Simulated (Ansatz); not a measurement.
The parent structure is Al$_{2}$O$_{3}$ in the corundum structure (space group R-3c, No. 167).

```
Al2O3
1.0
    2.40441     1.38819     4.37462
   -2.40441     1.38819     4.37462
    0.00000    -2.77638     4.37462
Al O
4 6
Direct
  0.64785   0.64785   0.64785
  0.14785   0.14785   0.14785
  0.35215   0.35215   0.35215
  0.85215   0.85215   0.85215
  0.75000   0.44383   0.05617
  0.05617   0.75000   0.44383
  0.25000   0.55617   0.94383
  0.55617   0.94383   0.25000
  0.94383   0.25000   0.55617
  0.44383   0.05617   0.75000
```

Cartesian axes are those of the cell as printed.

All numbers come from PBE/PAW in Ansatz (a program for electronic structure), spin-orbit coupling left out.

Strains are applied to the cell and any free atomic positions relax.

One change was made to it. Results:

| quantity | base | after |
|---|---|---|
| pressure (mean of the normal stresses, compression positive) | 0.0 kbar | 17.0 kbar |
| shortest interatomic distance | 1.874 Å | 1.870 Å |
| valence-band top at Γ (three highest levels, from the VBM) | 0.00, -0.03, -0.03 eV | 0.00, -0.10, -0.10 eV |
| energy relative to the base (free energy F) | 0 meV/atom | +0.7 meV/atom |

Question: Name the change that was made.
A. uniaxial strain ε_zz = −2.25 %
B. uniaxial strain ε_zz = −0.75 %
C. uniaxial strain ε_zz = −1.50 %
D. uniaxial strain ε_zz = −3.00 %

Answer: B, uniaxial strain ε_zz = −0.75 %. For comparison, the valence-band top at Γ in the other runs: uniaxial strain ε_zz = −2.25 % gives 0.00, -0.24, -0.24 eV; uniaxial strain ε_zz = −3.00 % gives 0.00, -0.31, -0.31 eV; uniaxial strain ε_zz = −1.50 % gives 0.00, -0.17, -0.17 eV.

The levels and masses belong to the bands next to the band gap. Stability against distortions was not tested.
